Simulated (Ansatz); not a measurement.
Consider Mg2Sn (space group Fm-3m, No. 225).

```
CELL_PARAMETERS angstrom
      0.00000     3.40806     3.40806
      3.40806     0.00000     3.40806
      3.40806     3.40806     0.00000
ATOMIC_POSITIONS crystal
  Sn 0.00000 0.00000 0.00000
  Mg 0.25000 0.25000 0.25000
  Mg 0.75000 0.75000 0.75000
```

Levels (all Ansatz, an electronic-structure program, PAW): PBE (420 eV, no SOC); PBEsol (420 eV, no spin-orbit coupling).

Levels that relaxed their own cell: PBE and PBEsol.

| level | band gap |
|---|---|
| PBE | zero |
| PBEsol | zero |

Measured: band gap 0.36 eV (temperature not stated; as listed in Byungki Ryu et al., Journal of the Korean Physical Society (2019)).

Computed minus measured — band gap: PBE -0.36 eV, PBEsol -0.36 eV. Measured values not marked as corrected hold thermal and zero-point effects that the static-lattice runs lack. A measured gap can be an optical one, lowered by exciton binding. Levels without spin-orbit coupling miss its effect on the gap.

No phonon test of stability was made.
